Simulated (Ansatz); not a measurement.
## ZrPt3 under a change: pressure −1 GPa

Consider ZrPt3 (space group P6_3/mmc, No. 194; a = 5.654 Å, c = 9.234 Å; a cell from a computed database, its experimental status unchecked).

The change: hydrostatic tension (pressure −1 GPa).

The values are results of PBEsol in Ansatz (plane waves to 420 eV, PAW, scalar-relativistic without spin-orbit coupling), not measurements. Settings: 8×8×4 k-points, 0.05 eV Fermi–Dirac smearing.

| quantity | base | changed | shift |
|---|---|---|---|
| volume per atom | 15.98 Å³ | 16.04 Å³ | +0.06 Å³ |
| density | 17.58 g/cm³ | 17.51 g/cm³ | -0.07 g/cm³ |
| lattice parameter a | 5.654 Å | 5.661 Å | +0.0076 Å |
| c/a ratio | 1.633 | 1.633 | 0.000 |
| shortest interatomic distance | 2.767 Å | 2.770 Å | +0.003 Å |
| enthalpy H = E + PV relative to the base's energy | – | -0.10 eV/atom | – |
| band gap | zero | zero | – |

Final structure:

```
CELL_PARAMETERS angstrom
      5.66131     0.00000     0.00000
     -2.83066     4.90284     0.00000
      0.00000     0.00000     9.24637
ATOMIC_POSITIONS crystal
  Zr 0.00000 0.00000 0.50000
  Zr 0.00000 0.00000 0.00000
  Zr 0.33333 0.66667 0.25000
  Zr 0.66667 0.33333 0.75000
  Pt 0.50000 0.50000 0.50000
  Pt 0.00000 0.50000 0.00000
  Pt 0.50000 0.00000 0.50000
  Pt 0.50000 0.50000 0.00000
  Pt 0.00000 0.50000 0.50000
  Pt 0.50000 0.00000 0.00000
  Pt 0.82979 0.65958 0.25000
  Pt 0.17021 0.34042 0.75000
  Pt 0.17021 0.82979 0.75000
  Pt 0.82979 0.17021 0.25000
  Pt 0.34042 0.17021 0.25000
  Pt 0.65958 0.82979 0.75000
```

Load acts through the strain it causes; cell and atoms are relaxed under it. Whether these cells are dynamically stable was not tested. All final runs are without spin polarisation.

Ansatz is a program for electronic structure.
